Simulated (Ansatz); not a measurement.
## Effect of pressure 2.1 GPa on Pd

Start from Pd in the fcc (Cu type) structure (space group Fm-3m, No. 225; a = 3.8396 Å).

Perturbation: a hydrostatic pressure of 2.1 GPa.

All numbers come from LDA (Ansatz, an electronic-structure program), without spin-orbit coupling. Settings: 21×21×21 k-points, 0.05 eV Fermi–Dirac smearing.

```json
{
 "volume_per_atom": "14.02 Å³ (base 14.15 Å³)",
 "lattice_parameter_a": "3.828 Å (base 3.840 Å)",
 "shortest_interatomic_distance": "2.707 Å (base 2.715 Å)",
 "band_gap": "zero (base zero)"
}
```

Load acts through the strain it causes; cell and atoms are relaxed under it. No phonon test of stability was made. All final runs are without spin polarisation.
